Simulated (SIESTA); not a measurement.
Input and output of a self-consistent single point for SnPt (P1, 4 atoms in the cell) (SIESTA).

Computed with SIESTA with GGA PBEsol, numerical atomic orbitals TZP, PseudoDojo PBEsol standard norm-conserving potentials (rewritten from UPF to PSML).

```
CELL_PARAMETERS angstrom
      4.14407     0.00000     0.00000
     -2.07204     3.58887     0.00000
      0.00000     0.00000     5.47558
ATOMIC_POSITIONS crystal
  Sn 0.65688 0.32776 0.74414
  Sn 0.33283 0.67882 0.25132
  Pt 0.99530 0.98717 0.49710
  Pt 0.01498 0.00625 0.00744
```

Reference input (self-consistent single point, DFT, LDA PW92, numerical atomic orbitals TZP, PseudoDojo LDA standard norm-conserving potentials (rewritten from UPF to PSML)): XC.functional = LDA; XC.authors = PW92; potentials = PseudoDojo LDA standard; PAO.BasisSize = TZP; PAO.EnergyShift = 0.005 Ry; MeshCutoff = 400 Ry; kgrid.MonkhorstPack = 5 5 4; OccupationFunction = FD; ElectronicTemperature = 100 meV; MaxSCFIterations = 150; SCF.Mixer.Method = Pulay; SCF.Mixer.Weight = 0.2. This run's input differs from it in these lines:

```diff
@@ -1,2 +1,2 @@
-# files in the folder: Sn.psml Pt.psml (PseudoDojo LDA standard)
+# files in the folder: Sn.psml Pt.psml (PseudoDojo PBEsol standard)
 SystemName  SnPt
@@ -24,4 +24,4 @@
 
-XC.functional                LDA
-XC.authors                   PW92
+XC.functional                GGA
+XC.authors                   PBEsol
 PAO.BasisSize                TZP
```

Output, abridged:

```
        iscf     Eharris(eV)        E_KS(eV)     FreeEng(eV)     dDmax    Ef(eV) dHmax(eV)
   scf:    1   -11334.527410   -11374.205892   -11374.289508  1.513214 -2.490781 15.008516
   scf:    2   -11390.917807   -11385.453225   -11385.499440  0.237671 -3.396664  3.317718
   scf:    3   -11386.222646   -11385.963370   -11386.004214  0.076687 -3.605691  1.553577
   scf:    4   -11386.111635   -11386.055500   -11386.095299  0.063778 -3.736162  0.285645
   scf:    5   -11386.061535   -11386.060611   -11386.101040  0.004967 -3.724348  0.020330
   scf:    6   -11386.060286   -11386.060469   -11386.101031  0.001458 -3.724653  0.036876
   scf:    7   -11386.060013   -11386.060407   -11386.100921  0.003570 -3.731007  0.055167
   scf:    8   -11386.060367   -11386.060456   -11386.101111  0.001107 -3.728881  0.000683
   scf:    9   -11386.060447   -11386.060451   -11386.101111  0.000071 -3.729006  0.000470
SCF Convergence by DM+H criterion
max |DM_out - DM_in|         :     0.0000713760
max |H_out - H_in|      (eV) :     0.0004702966
SCF cycle converged after 9 iterations

Using DM_out to compute the final energy and forces

siesta: E_KS(eV) =           -11386.0605

siesta: E_KS - E_eggbox =    -11386.0605

siesta: Atomic forces (eV/Ang):
     1    0.424433    0.110458    0.251812
     2    0.552115   -0.529345   -0.103052
     3   -0.400499    0.347032    0.718676
     4   -0.578846    0.070840   -0.863791
   Tot   -0.002797   -0.001015    0.003645
   Max    0.863791
   Res    0.477402    sqrt( Sum f_i^2 / 3N )
   Max    0.863791    constrained

Stress tensor Voigt[x,y,z,yz,xz,xy] (kbar):      -17.28        7.64        1.54        1.65        0.09        2.49
(Free)E + p*V (eV/cell)   -11385.9639
   [... lines left out ...]
siesta: FreeEng =    -11386.101111
   [... lines left out ...]
siesta:    -0.010786    0.001555    0.000053
siesta:     0.001555    0.004768    0.001032
siesta:     0.000053    0.001032    0.000962

siesta: Cell volume =         81.435720 Ang**3

siesta: Pressure (static):
siesta:                Solid            Molecule  Units
siesta:           0.00001836         -0.00009072  Ry/Bohr**3
siesta:           0.00168537         -0.00832985  eV/Ang**3
siesta:           2.70025555        -13.34589419  kBar
```

The run converged in 9 iterations. Against the reference run the pressure goes from -3.01 to 0.27 GPa and the largest force goes from 0.992 to 1.042 eV/Å.

The starting cell comes from a database of computed structures (which also holds hypothetical and non-ambient phases and stackings), without a prior relaxation at this level. Its atoms were displaced at random from the sites of space group no. 194. Spin polarisation is off. Values carry the incompleteness of an atom-centred basis. Forces in this geometry exceed 1 eV/Å.

Cost on one core of a shared machine: roughly 60 s.
